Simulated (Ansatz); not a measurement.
A computed series for Cu3N: pressure series

Base system: Cu3N (space group Pm-3m, No. 221).

```cif
data_Cu3N
_chemical_formula_sum 'Cu3 N1'
_space_group_name_H-M_alt 'P 1'
_space_group_IT_number 1
_cell_length_a 3.72085
_cell_length_b 3.72085
_cell_length_c 3.72085
_cell_angle_alpha 90.000
_cell_angle_beta 90.000
_cell_angle_gamma 90.000
loop_
_space_group_symop_operation_xyz
  'x, y, z'
loop_
_atom_site_label
_atom_site_type_symbol
_atom_site_fract_x
_atom_site_fract_y
_atom_site_fract_z
_atom_site_occupancy
Cu1 Cu 0.50000 0.00000 0.00000 1
Cu2 Cu 0.00000 0.50000 0.00000 1
Cu3 Cu 0.00000 0.00000 0.50000 1
N1 N 0.00000 0.00000 0.00000 1
```

Cell and atoms are relaxed at each pressure.

All numbers come from plane-wave PAW DFT at the LDA level (Ansatz, a quantum-chemistry and plane-wave program, 420 eV), scalar-relativistic without spin-orbit coupling.

Two rows of this table had their results exchanged by mistake.

```tsv
pressure	volume per atom (Å³)	shortest distance (Å)	band gap
pressure −2 GPa	11.85	1.810	zero
pressure −1 GPa	12.97	1.865	zero
pressure 0.9 GPa	12.80	1.857	zero
pressure 2.1 GPa	12.70	1.852	zero
pressure 4.5 GPa	12.52	1.843	zero
pressure 9 GPa	12.21	1.828	zero
pressure 15 GPa	13.06	1.869	zero
pressure 22.5 GPa	11.47	1.790	zero
pressure 30 GPa	11.14	1.773	zero
```

### Question
Which two?

### Answer
The rows for pressure −2 GPa and pressure 15 GPa: the volume has to fall steadily with pressure, so 13.06 Å³ belongs to pressure −2 GPa and 11.85 Å³ to pressure 15 GPa.

Load acts through the strain it causes; cell and atoms are relaxed under it. Stability against distortions was not tested. No other phases were tried under pressure. All final runs are without spin polarisation. The zero or small gap of Cu3N can change with the level of theory.
